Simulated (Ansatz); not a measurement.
The starting structures come from a database of crystals and need not be the phases stable at ambient conditions.

Data:

```
CELL_PARAMETERS angstrom
      5.86074     0.00000     0.00000
     -2.93037     5.07555     0.00000
      2.93037     1.69185     4.78528
ATOMIC_POSITIONS crystal
  Ba 0.50000 0.75000 0.75000
  Ba 0.50000 0.25000 0.25000
  Sc 0.00000 0.50000 0.50000
  Nb 0.00000 0.00000 0.00000
  O  0.00000 0.75618 0.24382
  O  0.00000 0.24382 0.75618
  O  0.00000 0.24382 0.24382
  O  0.00000 0.75618 0.75618
  O  0.51236 0.75618 0.24382
  O  0.48764 0.24382 0.75618
```

Space group of this cell: Fm-3m. The cell is taken as given; by r2SCAN its mean pressure is -3.3 GPa.

Transport runs along the normal of the first two printed cell vectors, the (111) plane of the conventional cell.

No gap correction and no spin-orbit coupling; mid-gap values are interpolated between computed energies.

State the band gap and the smallest decay constant κ at mid-gap according to Ansatz (an electronic-structure program) with r2SCAN.

Gap 3.12 eV on a 8×8×8 mesh; κ = 0.345 1/Å, at the zone centre.
